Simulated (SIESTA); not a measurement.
A self-consistent single point of MgH₂ (P4_2/mnm, 6 atoms in the cell) with SIESTA

Level of theory: SIESTA with GGA PBE, numerical atomic orbitals DZP, PseudoDojo PBE standard norm-conserving potentials (rewritten from UPF to PSML).

This input was run:

```
# files in the folder: Mg.psml H.psml (PseudoDojo PBE standard)
SystemName  MgH2
SystemLabel mgh2

NumberOfAtoms                6
NumberOfSpecies              2
%block ChemicalSpeciesLabel
  1 12 Mg
  2 1 H
%endblock ChemicalSpeciesLabel
LatticeConstant              1.0 Ang
%block LatticeVectors
     4.532201000    0.000000000    0.000000000
     0.000000000    4.532201000    0.000000000
     0.000000000    0.000000000    3.029647000
%endblock LatticeVectors
AtomicCoordinatesFormat      Ang
%block AtomicCoordinatesAndAtomicSpecies
     2.266100500    2.266100500    1.514823500  1
     0.000000000    0.000000000    0.000000000  1
     3.152463050    3.152463050    0.000000000  2
     1.379737950    1.379737950    0.000000000  2
     3.645838450    0.886362550    1.514823500  2
     0.886362550    3.645838450    1.514823500  2
%endblock AtomicCoordinatesAndAtomicSpecies

XC.functional                GGA
XC.authors                   PBE
PAO.BasisSize                DZP
PAO.EnergyShift              0.005 Ry
MeshCutoff                   400 Ry
%block kgrid.MonkhorstPack
    6   0   0  0.0
    0   6   0  0.0
    0   0   9  0.0
%endblock kgrid.MonkhorstPack
OccupationFunction           FD
ElectronicTemperature        10 K

MaxSCFIterations             150
SCF.Mixer.Method             Broyden
SCF.Mixer.Weight             0.25
SCF.Mixer.History            8
SCF.DM.Tolerance             1.0E-04
Diag.ParallelOverK           true
WriteForces                  true
```

The program printed (abridged):

```
reinit: Reading from file input.fdf

reinit: System Name: MgH2
reinit: System Label: mgh2

coor:   Atomic-coordinates input format  =     Cartesian coordinates
coor:                                          (in Angstroms)

siesta: Atomic coordinates (Bohr) and species
siesta:      4.28231   4.28231   2.86260  1        1
siesta:      0.00000   0.00000   0.00000  1        2
siesta:      5.95729   5.95729   0.00000  2        3
siesta:      2.60733   2.60733   0.00000  2        4
siesta:      6.88964   1.67498   2.86260  2        5
siesta:      1.67498   6.88964   2.86260  2        6

siesta: System type = bulk

initatomlists: Number of atoms, orbitals, and projectors:      6    38    36

siesta: ******************** Simulation parameters ****************************
redata: Spin configuration                          = none
redata: Time-Reversal Symmetry                      = T
redata: Number of Atomic Species                    =        2
redata: Mesh Cutoff                                 =   400.0000 Ry
redata: Net charge of the system                    =     0.0000 |e|
redata: Min. number of SCF Iter                     =        0
redata: Max. number of SCF Iter                     =      150
redata: SCF convergence failure will abort job
redata: SCF mix quantity                            = Hamiltonian
redata: Mix DM or H after convergence               =   F
redata: Recompute H after scf cycle                 =   F
redata: Mix DM in first SCF step                    =   T
redata: No kicks to SCF
redata: DM Mixing Weight for Kicks                  =     0.5000
redata: Require Harris convergence for SCF          =   F
redata: Harris energy tolerance for SCF             =     0.000100 eV
redata: Require DM convergence for SCF              =   T
redata: DM tolerance for SCF                        =     0.000100
redata: Require EDM convergence for SCF             =   F
redata: EDM tolerance for SCF                       =     0.001000 eV
redata: Require H convergence for SCF               =   T
redata: Hamiltonian tolerance for SCF               =     0.001000 eV
redata: Require (free) Energy convergence for SCF   =   F
redata: (free) Energy tolerance for SCF             =     0.000100 eV
redata: Using DFT-D3 dispersion                     =   F
redata: Using Saved Data (generic)                  =   F
redata: Method of Calculation                       = Diagonalization
redata: Electronic Temperature                      =    10.0000 K
redata: Number of TDED substeps                     =        3
redata: Dynamics option                             = Single-point calculation
redata: Save all siesta data in one NC              =   F
redata: ***********************************************************************

%block SCF.Mixers
  Broyden
%endblock SCF.Mixers

%block SCF.Mixer.Broyden
  # Mixing method
  method broyden

  # Mixing options
  weight 0.2500
  weight.linear 0.2500
  weight.prime 0.2500
  history 8
%endblock SCF.Mixer.Broyden

DM_history_depth set to one: no extrapolation allowed by default for geometry relaxation
Size of DM history Fstack: 1
Total number of electrons:    24.000000
Total ionic charge:    24.000000

* ProcessorY, Blocksize:    1  39

* Orbital distribution balance (max,min):    38    38

k-point displ. along   1 input, could be:     0.00    0.50
k-point displ. along   2 input, could be:     0.00    0.50
 Kpoints in:          180 . Kpoints trimmed:          168

siesta: k-grid: Number of k-points = 168
siesta: k-points from Monkhorst-Pack grid
siesta: k-cutoff (effective) =    13.597 Ang
siesta: k-point supercell and displacements
siesta: k-grid:     6     0     0      0.000
siesta: k-grid:     0     6     0      0.000
siesta: k-grid:     0     0     9      0.000

diag: Algorithm                                     = D&C
diag: Parallel over k                               =   F
diag: Use parallel 2D distribution                  =   F
diag: Parallel block-size                           = 39
diag: Parallel distribution                         =     1 x     1
diag: Used triangular part                          = Lower
diag: Absolute tolerance                            =  0.100E-15
diag: Orthogonalization factor                      =  0.100E-05
diag: Memory factor                                 =  1.0000

superc: Internal auxiliary supercell:     5 x     5 x     5  =     125
superc: Number of atoms, orbitals, and projectors:    750   4750   4500

                        Single-point calculation

superc: Internal auxiliary supercell:     5 x     5 x     5  =     125
superc: Number of atoms, orbitals, and projectors:    750   4750   4500

outcell: Unit cell vectors (Ang):
        4.532201    0.000000    0.000000
        0.000000    4.532201    0.000000
        0.000000    0.000000    3.029647

outcell: Cell vector modules (Ang)   :    4.532201    4.532201    3.029647
outcell: Cell angles (23,13,12) (deg):     90.0000     90.0000     90.0000
outcell: Cell volume (Ang**3)        :     62.2315
new_DM -- step:     1
Initializing Density Matrix...

Attempting to read DM from file... Failed...
DM filled with atomic data:

InitMesh: MESH = 60 x 60 x 40 = 144000
InitMesh: Mesh cutoff (required, used) =   400.000   481.768 Ry

stepf: Fermi-Dirac step function

        iscf     Eharris(eV)        E_KS(eV)     FreeEng(eV)     dDmax    Ef(eV) dHmax(eV)
   scf:    1    -3289.105939    -3294.667559    -3294.667559  1.553202 -4.872415  4.496220
   scf:    2    -3295.313706    -3294.999053    -3294.999053  0.073066 -5.364090  3.113262
   scf:    3    -3295.458343    -3295.262729    -3295.262729  0.187118 -6.417846  0.212394
   scf:    4    -3295.263179    -3295.262957    -3295.262957  0.003692 -6.481687  0.099454
   scf:    5    -3295.263268    -3295.263128    -3295.263128  0.004676 -6.547678  0.001950
   scf:    6    -3295.263129    -3295.263129    -3295.263129  0.000266 -6.548194  0.000938
   scf:    7    -3295.263129    -3295.263129    -3295.263129  0.000146 -6.548089  0.000694
   scf:    8    -3295.263129    -3295.263129    -3295.263129  0.000110 -6.548008  0.000509
   scf:    9    -3295.263129    -3295.263129    -3295.263129  0.000082 -6.547945  0.000373

SCF Convergence by DM+H criterion
max |DM_out - DM_in|         :     0.0000817207
max |H_out - H_in|      (eV) :     0.0003733449
SCF cycle converged after 9 iterations

Using DM_out to compute the final energy and forces

siesta: E_KS(eV) =            -3295.2631

siesta: E_KS - E_eggbox =     -3295.2631

siesta: Atomic forces (eV/Ang):
     1   -0.000000   -0.000000    0.000000
     2   -0.000000    0.000000    0.000000
     3   -0.007733   -0.007733   -0.000000
     4    0.007733    0.007733   -0.000000
     5    0.007733   -0.007733   -0.000000
     6   -0.007733    0.007733   -0.000000
   Tot   -0.000000   -0.000000   -0.000000
   Max    0.007733
   Res    0.005156    sqrt( Sum f_i^2 / 3N )
   Max    0.007733    constrained

Stress tensor Voigt[x,y,z,yz,xz,xy] (kbar):       -3.54       -3.54      -25.26       -0.00        0.00       -0.00
(Free)E + p*V (eV/cell)    -3294.8444
Target enthalpy (eV/cell)    -3295.2631

siesta: Program's energy decomposition (eV):
siesta: Ebs     =      -974.693897
siesta: Eions   =      4069.496793
siesta: Ena     =       322.463889
siesta: Ekin    =      1897.849116
siesta: Enl     =      -986.794076
siesta: Eso     =         0.000000
siesta: Edftu   =         0.000000
siesta: DEna    =         7.567572
siesta: DUscf   =         2.614121
siesta: DUext   =         0.000000
siesta: Ex      =      -443.297467
siesta: Ec      =       -26.169492
siesta: Exc     =      -469.466959
siesta: Eharris =     -3295.263129
siesta: Etot    =     -3295.263129
siesta: FreeEng =     -3295.263129

siesta: Stress tensor (static) (eV/Ang**3):
siesta:    -0.002211   -0.000000    0.000000
siesta:    -0.000000   -0.002211   -0.000000
siesta:     0.000000   -0.000000   -0.015763

siesta: Cell volume =         62.231512 Ang**3

siesta: Pressure (static):
siesta:                Solid            Molecule  Units
siesta:           0.00007328          0.00007239  Ry/Bohr**3
siesta:           0.00672848          0.00664673  eV/Ang**3
siesta:          10.78021200         10.64923787  kBar
```

The run converged in 9 iterations.

The starting cell comes from a database of computed structures (which also holds hypothetical and non-ambient phases and stackings), without a prior relaxation at this level. Its lattice was rescaled by a random factor within 2.5 % of one. Values carry the incompleteness of an atom-centred basis.

Cost on one core of a shared machine: roughly 30 s.
